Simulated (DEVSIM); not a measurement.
Schottky contact on p-type Si

Device: Schottky contact on p-type Si, at 300 K.

| layer (left to right) | material | thickness (μm) | Na (cm⁻³) | τn (s) | τp (s) |
|---|---|---|---|---|---|
| 1 | Si | 6.10 | 3e14 | 4.4e-7 | 4.4e-7 |
| 2 | Si | 0.940 | 9.1e17 | 4.4e-7 | 4.4e-7 |

Left contact: Schottky, work function 4.564 eV, emission velocity 9.2e6 cm/s. Right contact: ohmic. Voltage is applied to the left contact. Recombination: SRH at mid-gap, radiative. Mobility is constant in doping.

Constants are typed, rounded textbook-type inputs, not results; the design itself was drawn at random and stands for no fabricated device. Values at 300 K.

```tsv
parameter	Si
gap (eV)	1.124
affinity (eV)	4.05
permittivity	11.7
Nc (cm⁻³)	2.86e19
Nv (cm⁻³)	3.1e19
μn (cm²/Vs)	1417
μp (cm²/Vs)	470
B (cm³/s)	4.7e-15
```

Simulated with DEVSIM: 1D drift-diffusion, Boltzmann statistics, complete ionisation; no tunnelling, impact ionisation, image-force lowering or self-heating. Metal contacts follow the ideal Schottky-Mott rule: no Fermi-level pinning, no interface dipoles.

Potential step across the device at zero bias: 0.519 V
Dark forward voltage at 1 A/cm²: 0.240 V

Dark forward current:

(V (V), J (A/cm²)): (-0.05, -0.0028); (-0.10, -0.019); (-0.20, -0.45); (-0.25, -1.2); (-0.35, -3.8); (-0.40, -5.4); (-0.50, -8.9); (-0.55, -11); (-0.65, -15); (-0.70, -17); (-0.75, -19); (-0.85, -23); (-0.90, -25); (-1.00, -29); (-1.05, -31); (-1.15, -35); (-1.20, -37); (-1.30, -41); (-1.35, -43); (-1.40, -46); (-1.50, -50); (-1.55, -52); (-1.65, -56); (-1.70, -58); (-1.80, -63); (-1.85, -65); (-1.95, -69); (-2.00, -71)
